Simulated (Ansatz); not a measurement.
Functionals compared on a constructed model of the (100) surface of bcc Fe, ferromagnetic, a pseudomorphic layer of Al in the host's stacking (bottom of the slab: a bare face, its two planes held), in Ansatz (plane waves, PAW). The structure was relaxed with PBE; the other rows are single points on it. Cutoff 420 eV.

Slab: 7 atoms, 8.8 Å thick at the start (thin: gaps and levels are the slab's own); k 13x13x1, smearing 0.1 eV, dipole-corrected; 2 atoms held, the rest relaxed; symmetry of the start imposed; spin-polarised, ending with about 13.6 μB a cell; orders that need a larger cell were not tried, no spin-orbit, no U. It is one candidate, not shown to be the stable structure of the face. These notes are the PBE run's.

```
functional  work function of the top face (eV)  magnetic moment of the cell (μB)          rough cost of the single point
----------  ----------------------------------  --------------------------------  --------------------------------------
PBE                                       3.66                             13.65                                       –
RPBE                                (withheld)                             13.91  about 70 core-seconds (a rough figure)
```

**Question.** What belongs in the gaps?

**Answer.** 
- RPBE, work function of the top face (eV): 3.59

Ansatz is a quantum-chemistry and plane-wave program.
